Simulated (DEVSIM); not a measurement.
System: illuminated Si p-on-n cell, one wavelength, at 300 K.

Layer 1 from the left is Si, thickness (μm) 0.360, Na (cm⁻³) 4.4e18, τn (s) 4.1e-6, τp (s) 0.0001, absorption coefficient (cm⁻¹) 19000. Layer 2 from the left is Si, thickness (μm) 34.0, Nd (cm⁻³) 6.5e15, τn (s) 0.00011, τp (s) 0.00011, absorption coefficient (cm⁻¹) 19000.

Left contact: ohmic, minority electron recombination velocity 20 cm/s. Right contact: ohmic, minority hole recombination velocity 4000 cm/s. Voltage is applied to the left contact. Recombination: SRH at mid-gap, radiative, Auger. Light enters at the left, 2e16 photons cm⁻² s⁻¹, one pass, no reflection. Mobility is μmin + (μ − μmin)/(1 + (N/Nref)^α).

Constants are typed, rounded textbook-type inputs, not results; the design itself was drawn at random and stands for no fabricated device. Values at 300 K.

Si: gap (eV) 1.124, affinity (eV) 4.05, permittivity 11.7, Nc (cm⁻³) 2.86e19, Nv (cm⁻³) 3.1e19, μn (cm²/Vs) 1417, μp (cm²/Vs) 470, μn,min 52, μp,min 45, Nref,n 9.7e16, Nref,p 2.2e17, αn 0.68, αp 0.72, B (cm³/s) 4.7e-15, Cn (cm⁶/s) 2.8e-31, Cp (cm⁶/s) 9.9e-32.

DEVSIM, 1D drift-diffusion, Boltzmann statistics, complete ionisation; no tunnelling, impact ionisation, image-force lowering or self-heating.

Question: What does the simulation give for the fill factor, the largest field in the device at zero bias?

Answer: fill factor 0.81; largest field in the device at zero bias 120000 V/cm.
